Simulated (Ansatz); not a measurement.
By PBEsol, the system below comes out a metal.

Without scattering a metal conducts by its projected Fermi surface.

Input:

```
TiSi2
1.0
    3.53021     0.00000     0.00000
    0.00000     3.56517     0.00000
    1.76510     0.00000     6.75928
Ti Si
2 4
Direct
  0.89688   0.75000   0.20624
  0.10312   0.25000   0.79376
  0.55825   0.75000   0.88350
  0.44175   0.25000   0.11650
  0.24969   0.75000   0.50062
  0.75031   0.25000   0.49938
```

The cell is taken as given; by PBEsol it stands under a pressure of -2.2 GPa.

The current flows along the normal of the first two printed cell vectors. No spin-orbit coupling; the value is a mean over 0.1 eV about the Fermi level.

Task: Give the ballistic conductance per area that PBEsol (Ansatz, a first-principles code) yields.

Result: 0.22 × 10¹⁵ S/m² for both spins.
